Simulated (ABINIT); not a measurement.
A self-consistent single point of Ba (Im-3m, 1 atom in the cell) with ABINIT.

Method of the run: PBE, norm-conserving pseudopotentials (PseudoDojo nc-sr-05 PBE standard) (plane waves; ABINIT 10.0.3).

```
CELL_PARAMETERS angstrom
     -2.49745     2.49745     2.49745
      2.49745    -2.49745     2.49745
      2.49745     2.49745    -2.49745
ATOMIC_POSITIONS crystal
  Ba 0.00000 0.00000 0.00000
```

Reference input (self-consistent single point, DFT, PBE, plane waves, norm-conserving pseudopotentials (PseudoDojo nc-sr-05 PBE standard)): pseudos = [Ba.upf]; ecut = 28 Ha; ixc = 11; occopt = 7; tsmear = 0.1 eV; ngkpt = 7 7 7; nshiftk = 1; shiftk = 0 0 0; potentials = PseudoDojo nc-sr-05 PBE standard; nband = 10; kptopt = 1; nstep = 60. This run's input differs from it in these lines:

```diff
@@ -15,7 +15,7 @@
 ixc 11
-occopt 7
-tsmear 0.1 eV
+occopt 3
+tsmear 0.2 eV
 nband 10
 kptopt 1
-ngkpt 7 7 7
+ngkpt 12 12 12
 nshiftk 1
```

Log, with long lists cut:

```
--- !BeginCycle
solver: {iscf: 7, nstep: 60, nline: 4, wfoptalg: 0, }
tolerances: {tolvrs: 1.00E-12, }
...

     iter   Etot(hartree)      deltaE(h)  residm     vres2
 ETOT  1  -27.993821404754    -2.799E+01 3.179E-02 7.342E-01
 ETOT  2  -28.001947614887    -8.126E-03 5.075E-03 7.393E-02
 ETOT  3  -28.001967186875    -1.957E-05 3.905E-03 4.184E-03
 ETOT  4  -28.001969213727    -2.027E-06 1.727E-03 2.147E-04
 ETOT  5  -28.001969468496    -2.548E-07 2.336E-03 5.363E-06
   [... 2 lines left out ...]
 ETOT  8  -28.001969513850    -1.111E-09 4.454E-04 2.534E-09
 ETOT  9  -28.001969514051    -2.011E-10 2.601E-04 1.175E-09
 ETOT 10  -28.001969514088    -3.722E-11 1.742E-04 1.438E-11
 ETOT 11  -28.001969514095    -6.860E-12 1.435E-04 5.016E-13
 At SCF step   11       vres2   =  5.02E-13 < tolvrs=  1.00E-12 =>converged.

 Cartesian components of stress tensor (hartree/bohr^3)
  sigma(1 1)= -9.19650957E-06  sigma(3 2)=  0.00000000E+00
  sigma(2 2)= -9.19650957E-06  sigma(3 1)=  0.00000000E+00
  sigma(3 3)= -9.19650957E-06  sigma(2 1)=  0.00000000E+00

 ----iterations are completed or convergence reached----

 reduced coordinates (array xred) for    1 atoms
       0.000000000000      0.000000000000      0.000000000000
 cartesian forces (eV/Angstrom) at end:
    1     -0.00000000000000    -0.00000000000000    -0.00000000000000
 frms,max,avg= 0.0000000E+00 0.0000000E+00   0.000E+00  0.000E+00  0.000E+00 e/A
 length scales=  1.000000000000  1.000000000000  1.000000000000 bohr
              =  0.529177208590  0.529177208590  0.529177208590 angstroms
   [... lines left out ...]
 Fermi (or HOMO) energy (hartree) =   0.16451   Average Vxc (hartree)=  -0.27882
   [... lines left out ...]
total_energy        : -2.80019695140949E+01
total_energy_eV     : -7.61972341284054E+02
band_energy         : -3.61402063186060E+00
...

-Cartesian components of stress tensor (GPa)         [Pressure=  2.7057E-01 GPa]
- sigma(1 1)= -2.70570607E-01  sigma(3 2)=  0.00000000E+00
- sigma(2 2)= -2.70570607E-01  sigma(3 1)=  0.00000000E+00
- sigma(3 3)= -2.70570607E-01  sigma(2 1)=  0.00000000E+00

 Calculation completed.
```

The run converged in 11 iterations. Against the reference run the free energy drops by 98.8 meV/atom and the pressure moves little (0.20 to 0.27 GPa).

The starting cell has typed, rounded lattice constants, without a prior relaxation at this level. Its lattice was rescaled by up to half a per cent.

Cost on one core of a shared machine: roughly 50 s.
